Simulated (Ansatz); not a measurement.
Base system: ScIr in the CsCl type structure (space group Pm-3m, No. 221; a = 3.1892 Å). Axes: x, y, z lie along the cube axes.

Computed with Ansatz (a first-principles code) PBEsol, spin-orbit coupling left out.

Now apply this change: a free-standing slab of 7 layers (14 atoms, 2 a layer) is cut normal to [110], with 15 Å of vacuum and the in-plane cell held at bulk.

Task: What happens to the excess energy per area of both faces?

Result: The excess energy per area of both faces (slab less bulk energy over the cell's area: twice a surface energy) comes out as 4.2 J/m² (uncertain by up to 0.2 J/m²).

Task: What does the calculation give for the change of the spacing d12 from its bulk value of 2.255 Å after the change?

Result: The change of the spacing d12 from its bulk value of 2.255 Å amounts to -2.3 %.

Task: Estimate the effect on the change of the spacing d23 from its bulk value of 2.255 Å.

Result: The change of the spacing d23 from its bulk value of 2.255 Å is +0.6 %.

Slab and bulk use different k-meshes, which limits the precision of the excess energy. Stability against distortions was not tested. All final runs are without spin polarisation.
